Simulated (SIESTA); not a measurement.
SIESTA run on B₂Pt₃ (Cm, 5 atoms in the cell): self-consistent single point.

Method of the run: GGA PBEsol, numerical atomic orbitals DZP, PseudoDojo PBEsol standard norm-conserving potentials (rewritten from UPF to PSML) (SIESTA 5.4.2).

```
B2Pt3
1.0
    2.74018    -1.58474     0.00000
    2.74018     1.58474     0.00000
   -0.03278     0.00000     7.36790
B Pt
2 3
Direct
  0.00038   0.00038   0.66725
  0.00035   0.00035   0.27967
  0.33261   0.33261   0.13869
  0.66682   0.66682   0.82567
  0.66883   0.66883   0.46373
```

Reference input (self-consistent single point, DFT, LDA PW92, numerical atomic orbitals DZP, PseudoDojo LDA standard norm-conserving potentials (rewritten from UPF to PSML)): XC.functional = LDA; XC.authors = PW92; potentials = PseudoDojo LDA standard; PAO.BasisSize = DZP; PAO.EnergyShift = 0.01 Ry; MeshCutoff = 400 Ry; kgrid.MonkhorstPack = 9 9 4; OccupationFunction = FD; ElectronicTemperature = 100 meV; MaxSCFIterations = 150; SCF.Mixer.Method = Broyden; SCF.Mixer.Weight = 0.25. This run's input differs from it in these lines:

```diff
@@ -1,2 +1,2 @@
-# files in the folder: B.psml Pt.psml (PseudoDojo LDA standard)
+# files in the folder: B.psml Pt.psml (PseudoDojo PBEsol standard)
 SystemName  B2Pt3
@@ -25,4 +25,4 @@
 
-XC.functional                LDA
-XC.authors                   PW92
+XC.functional                GGA
+XC.authors                   PBEsol
 PAO.BasisSize                DZP
```

The program printed (abridged):

```
        iscf     Eharris(eV)        E_KS(eV)     FreeEng(eV)     dDmax    Ef(eV) dHmax(eV)
   scf:    1   -10701.987997   -10783.100400   -10783.162644  1.214799 -0.598935 19.637944
   scf:    2   -10825.352996   -10813.916579   -10813.959053  0.330404 -2.280699  4.290675
   scf:    3   -10814.631095   -10814.554844   -10814.594555  0.098560 -2.557886  2.131252
   scf:    4   -10814.760259   -10814.737924   -10814.777656  0.034594 -2.611392  1.102499
   scf:    5   -10814.805950   -10814.783850   -10814.823178  0.032209 -2.716093  0.317404
   [... 6 lines left out ...]
   scf:   12   -10814.788734   -10814.788735   -10814.828425  0.000032 -2.773303  0.000475
   scf:   13   -10814.788734   -10814.788735   -10814.828425  0.000018 -2.773391  0.000305
   scf:   14   -10814.788734   -10814.788734   -10814.828425  0.000012 -2.773440  0.000192
   scf:   15   -10814.788735   -10814.788735   -10814.828425  0.000008 -2.773454  0.000126
SCF Convergence by DM+H criterion
max |DM_out - DM_in|         :     0.0000077425
max |H_out - H_in|      (eV) :     0.0001257905
SCF cycle converged after 15 iterations

Using DM_out to compute the final energy and forces

siesta: E_KS(eV) =           -10814.7887

siesta: E_KS - E_eggbox =    -10814.7887

siesta: Atomic forces (eV/Ang):
     1   -0.001767    0.000000    0.291558
     2   -0.007970    0.000000   -0.085844
     3    0.024679    0.000000    0.149394
     4    0.010549   -0.000000    0.007153
     5   -0.026214   -0.000000   -0.361452
   Tot   -0.000723   -0.000000    0.000809
   Max    0.361452
   Res    0.128288    sqrt( Sum f_i^2 / 3N )
   Max    0.361452    constrained

Stress tensor Voigt[x,y,z,yz,xz,xy] (kbar):       94.88       94.82      104.97       -0.00       -0.93       -0.00
   [... lines left out ...]
siesta: FreeEng =    -10814.828425
siesta: Cell volume =         63.989785 Ang**3
siesta:         -98.22543176        -99.92549948  kBar
   [... lines left out ...]
              0.263   1.536   1.482   1.641   1.474   1.536   0.147   0.139

              0.105   0.140   0.147

mulliken: Qtot =       60.000

Mulliken Atomic Populations:
Atom #   charge [q] valence [e]  Species
     1    -0.640489    3.640489  B
     2    -0.966119    3.966119  B
     3     0.540582   17.459418  Pt
     4     0.446444   17.553556  Pt
     5     0.619583   17.380417  Pt
 Total    -0.000000
```

The run converged in 15 iterations. Against the reference run the pressure goes from -14.64 to -9.82 GPa and the largest force goes from 0.375 to 0.362 eV/Å.

The starting cell comes from a database of computed structures (which also holds hypothetical and non-ambient phases and stackings), without a prior relaxation at this level. Spin polarisation is off. Values carry the incompleteness of an atom-centred basis. With a pressure of about -10 GPa the cell is away from its equilibrium volume at this level.

Cost on one core of a shared machine: roughly 40 s.
